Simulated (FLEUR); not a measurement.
FLEUR run on CuGaSe2 (I-42d, 8 atoms in the cell): self-consistent single point

Level of theory: PBE, all-electron FLAPW (FLEUR), scalar-relativistic valence.

This input was run:

Input of the input generator:

```
CuGaSe2
&input film=f /
-0.4131431329 0.4131431329 0.8115574554
0.4131431329 -0.4131431329 0.8115574554
0.4131431329 0.4131431329 -0.8115574554
12.9584353961
1.0 1.0 1.0

8
31 0.5000000000 0.5000000000 0.0000000000
31 0.2500000000 0.7500000000 0.5000000000
29 0.0000000000 0.0000000000 0.0000000000
29 0.7500000000 0.2500000000 0.5000000000
34 0.8750000000 0.8750000000 0.5000000000
34 0.1250000000 0.6250000000 0.0000000000
34 0.3750000000 0.3750000000 0.5000000000
34 0.6250000000 0.1250000000 0.0000000000

&comp jspins=1 /
&kpt div1=3 div2=3 div3=3 /
&end /
```

```xml
<?xml version="1.0" encoding="UTF-8" standalone="no"?>
<fleurInput fleurInputVersion="0.39">
   <comment>
      CuGaSe2                                                                                             
   </comment>
   <calculationSetup>
      <cutoffs Kmax="3.8" Gmax="13.3" GmaxXC="13.3" numbands="0"/>
      <scfLoop itmax="80" minDistance="0.00001" maxIterBroyd="15" imix="Anderson" alpha="0.05" precondParam="0.0" spinf="2.0"/>
      <coreElectrons ctail="T" frcor="F" kcrel="0" coretail_lmax="0"/>
      <xcFunctional name="pbe" relativisticCorrections="F"/>
      <magnetism jspins="1"/>
      <soc l_soc="F" theta="0.0" phi="0.0" spav="F"/>
      <expertModes spex="0" secvar="F"/>
      <geometryOptimization l_f="T" forcealpha="1.0" forcemix="BFGS" epsdisp="0.00001" epsforce="0.00001"/>
      <ldaU l_linMix="F" mixParam="0.05" spinf="1.0"/>
   </calculationSetup>
   <cell>
      <bzIntegration valenceElectrons="112.0" mode="hist" fermiSmearingEnergy="0.00073499">
         <kPointListSelection listName="default-1"/>
         <!-- k-points included here -->
         <xi:include xmlns:xi="http://www.w3.org/2001/XInclude" href="kpts.xml"> </xi:include>
      </bzIntegration>
      <!-- symmetry operations included here -->
      <xi:include xmlns:xi="http://www.w3.org/2001/XInclude" href="sym.xml"> </xi:include>
      <bulkLattice scale="1.0">
         <bravaisMatrix>
            <row-1>   -5.3536885970270065     5.3536885970270065    10.5165148560242070</row-1>
            <row-2>    5.3536885970270065    -5.3536885970270065    10.5165148560242070</row-2>
            <row-3>    5.3536885970270065     5.3536885970270065   -10.5165148560242070</row-3>
         </bravaisMatrix>
      </bulkLattice>
   </cell>
   <atomSpecies>
      <species name="Gallium (Ga)" element="Ga" atomicNumber="31">
         <mtSphere radius="2.11" gridPoints="745" logIncrement="0.017"/>
         <atomicCutoffs lmax="8" lnonsphr="6"/>
         <electronConfig flipSpins="F">
            <coreConfig>(1s1/2) (2s1/2) (2p1/2) (2p3/2) (3s1/2) (3p1/2) (3p3/2)</coreConfig>
            <valenceConfig>(4s1/2) (3d3/2) (3d5/2) (4p1/2) (4p3/2)</valenceConfig>
            <stateOccupation state="(4p1/2)" spinUp="0.1666666666667" spinDown="0.1666666666667"/>
            <stateOccupation state="(4p3/2)" spinUp="0.3333333333333" spinDown="0.3333333333333"/>
         </electronConfig>
         <energyParameters s="4" p="4" d="3" f="4"/>
         <lo type="HELO" l="2" n="4" eDeriv="0"/>
      </species>
      <species name="Copper (Cu)" element="Cu" atomicNumber="29">
         <mtSphere radius="2.11" gridPoints="745" logIncrement="0.016"/>
         <atomicCutoffs lmax="8" lnonsphr="6"/>
         <electronConfig flipSpins="F">
            <coreConfig>(1s1/2) (2s1/2) (2p1/2) (2p3/2) (3s1/2) (3p1/2) (3p3/2)</coreConfig>
            <valenceConfig>(4s1/2) (3d3/2) (3d5/2)</valenceConfig>
            <stateOccupation state="(4s1/2)" spinUp="0.5" spinDown="0.5"/>
         </electronConfig>
         <energyParameters s="4" p="4" d="3" f="4"/>
         <lo type="HELO" l="2" n="4" eDeriv="0"/>
      </species>
      <species name="Selenium (Se)" element="Se" atomicNumber="34">
         <mtSphere radius="2.11" gridPoints="745" logIncrement="0.017"/>
         <atomicCutoffs lmax="8" lnonsphr="6"/>
         <electronConfig flipSpins="F">
            <coreConfig>(1s1/2) (2s1/2) (2p1/2) (2p3/2) (3s1/2) (3p1/2) (3p3/2)</coreConfig>
            <valenceConfig>(4s1/2) (3d3/2) (3d5/2) (4p1/2) (4p3/2)</valenceConfig>
            <stateOccupation state="(4p1/2)" spinUp="0.6666666666667" spinDown="0.6666666666667"/>
            <stateOccupation state="(4p3/2)" spinUp="1.3333333333333" spinDown="1.3333333333333"/>
         </electronConfig>
         <energyParameters s="4" p="4" d="3" f="4"/>
         <lo type="HELO" l="2" n="4" eDeriv="0"/>
      </species>
   </atomSpecies>
   <atomGroups>
      <atomGroup species="Gallium (Ga)">
         <relPos label="                   1">1.000/2.000 1.000/2.000 .0000000000</relPos>
         <relPos label="                   2">1.000/4.000 -1.000/4.000 1.000/2.000</relPos>
         <force calculate="T" relaxXYZ="TTT"/>
      </atomGroup>
      <atomGroup species="Copper (Cu)">
         <relPos label="                   3">.0000000000 .0000000000 .0000000000</relPos>
         <relPos label="                   4">-1.000/4.000 1.000/4.000 1.000/2.000</relPos>
         <force calculate="T" relaxXYZ="TTT"/>
      </atomGroup>
      <atomGroup species="Selenium (Se)">
         <relPos label="                   5">-1.000/8.000 -1.000/8.000 1.000/2.000</relPos>
         <relPos label="                   6">1.000/8.000 -3.000/8.000 .0000000000</relPos>
         <relPos label="                   7">3.000/8.000 3.000/8.000 1.000/2.000</relPos>
         <relPos label="                   8">-3.000/8.000 1.000/8.000 .0000000000</relPos>
         <force calculate="T" relaxXYZ="TTT"/>
      </atomGroup>
   </atomGroups>
   <output dos="F" band="F" slice="F">
      <checks vchk="F" cdinf="F"/>
      <bandDOS minEnergy="-.5*Htr" maxEnergy="0.5*Htr" sigma="0.015" storeEVData="T"/>
      <vacuumDOS vacdos="F" integ="F" star="F" nstars="0" locx1="0.0" locy1="0.0" locx2="0.0" locy2="0.0" nstm="0" tworkf="0.0"/>
      <unfoldingBand unfoldBand="F" supercellX="1" supercellY="1" supercellZ="1"/>
      <plotting iplot="0" polar="F">
         <plot TwoD="T" vec1="  1.0  0.0  0.0" vec2="  0.0  1.0  0.0" vec3="  0.0  0.0  1.0" zero="  0.0  0.0  0.0" file="plot"/>
      </plotting>
      <chargeDensitySlicing numkpt="0" minEigenval="0.0" maxEigenval="0.0" nnne="0" pallst="F"/>
      <specialOutput eonly="F"/>
      <magneticCircularDichroism mcd="F" energyLo="-10.0" energyUp="0.0"/>
   </output>
  <!-- We include the file relax.xml here to enable relaxations (see documentation) -->
  <xi:include xmlns:xi="http://www.w3.org/2001/XInclude" href="relax.xml"> <xi:fallback/> </xi:include>
</fleurInput>
```

The program printed (abridged):

```
      Welcome to FLEUR        (www.flapw.de)
      MaX-Release 8.1          (www.max-centre.eu)

 ========== k-point set info ==========
 Selected k-point list: default-1
 k-point list type: mesh
 3 x 3 x 3
 Number of k points: 6

 ------------Calculation Setup---------------------------
           1           2           3           6
 Number of basis functions:         1185
 Iteration:     1   Distance:      11.93877469 me/bohr^3
 Iteration:     2   Distance:       7.86040115 me/bohr^3
 Iteration:     3   Distance:       4.74768902 me/bohr^3
 Iteration:     4   Distance:       3.99371224 me/bohr^3
 Iteration:     5   Distance:       2.24463650 me/bohr^3
 Iteration:     6   Distance:       3.38209471 me/bohr^3
   [... 11 lines left out ...]
 Iteration:    18   Distance:       0.00012640 me/bohr^3
 Iteration:    19   Distance:       0.00007037 me/bohr^3
 Iteration:    20   Distance:       0.00002541 me/bohr^3
 Iteration:    21   Distance:       0.00002323 me/bohr^3
 Iteration:    22   Distance:       0.00000721 me/bohr^3
 Reset of history

 Run finished successfully
 Stop message:
   Structural relaxation: new displacements generated

[file out, last iteration]
             iter=     23
          p o t e n t i a l   g e n e r a t o r
[...]
          integral of pseudo charge density inside the slab=        0.000000   0.000000
     coulomb potential in the interstitial region:
          density-coulomb potential integrals
          total density-coulomb potenti   -26212.0740659578
          density-effective potential integrals for spin  1
          total density-effective poten   -2.7043278656E+04
          charge density-energy density integrals
          total charge density-energy d   -6.3901547908E+02
 Updated energy parameters for spin:           1
  Atom    1 4s branch from -5.10 to  1.36 htr. ; e_l = -0.1185
  Atom    1 4p branch from -3.28 to  2.06 htr. ; e_l =  0.0609
  Atom    1 3d branch from -9.99 to -0.30 htr. ; e_l = -0.3589
  Atom    1 4f branch from -9.99 to  3.85 htr. ; e_l =  0.4025
  Atom    1-4d branch from  2.38 to  2.38 htr. ; e_l(l  2.3792
  Atom    2 4s branch from -3.89 to  1.91 htr. ; e_l =  0.0555
  Atom    2 4p branch from -2.32 to  2.59 htr. ; e_l =  0.2025
  Atom    2 3d branch from -9.99 to  0.25 htr. ; e_l =  0.1269
  Atom    2 4f branch from -9.99 to  4.06 htr. ; e_l =  0.5266
  Atom    2-4d branch from  2.75 to  2.75 htr. ; e_l(l  2.7478
  Atom    3 4s branch from -7.45 to  0.57 htr. ; e_l = -0.3409
  Atom    3 4p branch from -5.23 to  1.32 htr. ; e_l = -0.0411
  Atom    3 3d branch from -9.99 to -1.55 htr. ; e_l = -1.5479
  Atom    3 4f branch from -9.99 to  3.55 htr. ; e_l =  0.3558
  Atom    3-4d branch from  1.87 to  1.87 htr. ; e_l(l  1.8679
[...]
 fermi energy and band-weighting factors:
at   0.33333   0.66667  -0.33333   k-weight:    0.148148
   85 eigenvalues :
   -1.562231   -1.562225   -1.562215   -1.562195   -1.562145   -1.562133   -1.562118   -1.562097
   -1.560085   -1.560081   -1.560056   -1.560041   -1.559014   -1.559006   -1.558972   -1.558954
   -1.558542   -1.558541   -1.558536   -1.558527   -0.371098   -0.370570   -0.369060   -0.367656
   [... 8 lines left out ...]
   [... 2 blocks of this kind left out ...]

[...]
FERMIE:
          first approx. to ef    (T=0)  :   0.200159 htr   (energy of the highest occ. eigenvalue)
          number of occ. states  (T=0)  :        336
          first approx. to seigv (T=0)  : -68.074009 htr
          sum of weights of occ. states :  56.000000
          sum of semicore charge        :   0.000000 e
FERHIS:  Fermi-Energy by histogram:
          bandgap                     :   0.003382 htr
          charge neutrality (T=0)     :   0.000000    (zero if the highest occ. eigenvalue is "entirely" occupied)
     EF_NEWTON:  Adjust Fermi-Energy by Newton-Method.
               Number of iterations needed  :   1
               The error in the weight is   :  0.55789E-13
               The error in ef is           : -0.66872E-14 htr
     -->  new fermi energy            :   0.201850 htr
          valence charge              : 112.000000 e
          actual charge blw ef-8kt    : 111.925926 e
          actual charge blw ef+8kt    : 112.000000 e
          number of occ. states       :       337
          sum of the valence weights  :   56.000000
          entropy         :   0.045187 *kb htr/K =   0.00000 htr/K
          sum of val. single particle energies:       -68.0739864276 htr
 Direct bandgap for spin            1 :    3.3818410597669102E-003  Htr
 at k-point            6  with k-vector    0.0000000000000000        0.0000000000000000        0.0000000000000000
          valence density: spin= 1
[...]
     l-like charge
     atom     s        p        d        f        total
 -->  1    0.66491  0.48824  9.86097  0.00902   11.02523
 -->  2    0.27587  0.22354  9.09514  0.00761    9.60398
 -->  3    1.38426  2.22512 10.01888  0.00583   13.63558
          total charge for spin  1=  112.000000
          interst. charge =      16.199271
          mt charge=             11.025232    9.603979   13.635577
          total charge  =  112.000000
          z= 31.     r(1)=  0.678150E-05     dx= 0.017000     m.t.index= 745
               n    l     j    energy       weight
               1.   0.   0.5 -375.4887      2.0000
               2.   0.   0.5  -46.0222      2.0000
               2.   1.   0.5  -40.6987      2.0000
               2.   1.   1.5  -39.6825      4.0000
               3.   0.   0.5   -5.1002      2.0000
               3.   1.   0.5   -3.3802      2.0000
               3.   1.   1.5   -3.2471      4.0000
          atom type    1  (spin 1)
          kinetic energy=  0.184811849156E+04     sum of the eigenvalues= -0.111309807506E+04
          0.00338918  electrons lost from core.
   [... 2 blocks of this kind left out ...]

          total charge for spin  1=  256.000000
          interst. charge =      16.229143
          mt charge=             29.021843   27.593070   31.635258
          total charge  =  256.000000
          zc=   256.000000     qfix=    1.000000
     t o t a l  e n e r g y
          sum of eigenvalues =             -9756.1214389842
          density-coulomb potential int   -26212.0740659578
          density-effective potential i   -27043.2786555252
          charge density-ex.-corr.energ     -639.0154790784
          el.-nucl. inter. diff. m.t.       4670.8423295534
          Madelung term for atom type:       -30.4756394278
          el.-nucl. inter. diff. m.t.       3974.5584741078
          Madelung term for atom type:       -23.9267589825
          el.-nucl. inter. diff. m.t.      11681.1056336712
          Madelung term for atom type:       -80.5661751728
 ---->    total energy=                   -16919.3703064317 htr
 ---->    (input%tkb*entropy) TS=              0.0000332121 htr
 ---->    free energy=                    -16919.3703396438 htr
      extrapolation for T->0
 ---->    total electron energy=          -16919.3703230378 htr
 ***** TOTAL FORCES ON ATOMS *****
 TOTAL FORCE FOR ATOM TYPE=  1  X=  0.000   Y=  0.000   Z= 10.517
                       FX_TOT= 0.000000 FY_TOT= 0.000000 FZ_TOT= 0.000000
 TOTAL FORCE FOR ATOM TYPE=  2  X=  0.000   Y=  0.000   Z=  0.000
                       FX_TOT= 0.000000 FY_TOT= 0.000000 FZ_TOT= 0.000000
 TOTAL FORCE FOR ATOM TYPE=  3  X=  2.677   Y=  2.677   Z= -7.887
                       FX_TOT= 0.005587 FY_TOT= 0.000000 FZ_TOT= 0.000000
```

The run converged in 22 iterations. FLEUR gives forces in its relaxation mode, with a further iteration, so its stop message speaks of a relaxation.

The starting cell has typed, rounded lattice constants, without a prior relaxation at this level. Its lattice was rescaled by a random factor within 2.5 % of one. Spin polarisation is off. Values depend on the basis (sphere radii, cutoffs, local orbitals), which need not be converged.

Cost on one core of a shared machine: roughly 7 min.
